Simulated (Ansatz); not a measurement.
Al on the Ti site in rock-salt TiN (start: the Ti site; 64-site cell, 4×4×4 shifted sampling), N-rich (Δμ(Ti) = -3.43 eV, Δμ(Al) = -2.74 eV, bounded by wurtzite AlN; only phases computed here count, gases as isolated molecules at 0 K). Level of theory: PBE, PAW (plane waves to 420 eV; Ansatz, a quantum-chemistry and plane-wave program). In charge state 0 (not spin-polarised) the formation energy is 0.93 eV. The crystal has 5.22 × 10^22 Ti sites per cm³.

**Question.** Estimate the equilibrium concentration at 1100 K in the dilute limit, leaving out vibrational entropy and degeneracy.

**Answer.** kT = 0.0948 eV; c = N exp(−E_f / kT) = 5.22 × 10^22 × exp(−9.8) ≈ 3 × 10^18 cm^-3. An error of 0.2 eV in E_f moves this by a factor of 8.
